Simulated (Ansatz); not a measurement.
**IrO2, response to strain**

Take IrO2 in the rutile structure (space group P4_2/mnm, No. 136; a = 4.472 Å, c = 3.154 Å) as the base. Axes: x, y, z lie along a, b, c of the conventional cell.

Strains are applied to the cell and any free atomic positions relax; under biaxial strain the out-of-plane vector relaxes too.

All numbers come from Ansatz (a first-principles code), PBEsol, PAW, cutoff 420 eV, scalar-relativistic without spin-orbit coupling.

Notes on the quantities. pressure: mean of the normal stresses, compression positive.

```tsv
variant	pressure	volume per atom	space group
base	0.0 GPa	10.51 Å³	P4_2/mnm (No. 136)
biaxial strain −2.72 %, plane normal [001], relaxed out of plane	9.8 GPa	10.12 Å³	P4_2/mnm (No. 136)
biaxial strain −1.43 %, plane normal [001], relaxed out of plane	4.8 GPa	10.31 Å³	P4_2/mnm (No. 136)
biaxial strain −0.63 %, plane normal [001], relaxed out of plane	2.0 GPa	10.42 Å³	P4_2/mnm (No. 136)
biaxial strain −0.27 %, plane normal [001], relaxed out of plane	0.9 GPa	10.47 Å³	P4_2/mnm (No. 136)
biaxial strain +1.93 %, plane normal [001], relaxed out of plane	-5.6 GPa	10.78 Å³	P4_2/mnm (No. 136)
isotropic strain +0.53 %	-4.7 GPa	10.68 Å³	P4_2/mnm (No. 136)
uniaxial strain ε_zz = −3.92 %	16.1 GPa	10.10 Å³	P4_2/mnm (No. 136)
uniaxial strain ε_zz = +3.51 %	-11.5 GPa	10.88 Å³	P4_2/mnm (No. 136)
tensor shear ε_xy = +1.63 %	0.4 GPa	10.51 Å³	Cmmm (No. 65)
```

Without a gap, meshes like the base's 11×11×15 leave anisotropic stresses uncertain by several tenths of a GPa, and small strain energies with them. Stability against distortions was not tested. No Hubbard U is applied, and correlation can decide whether such a compound is a metal. All final runs are without spin polarisation.
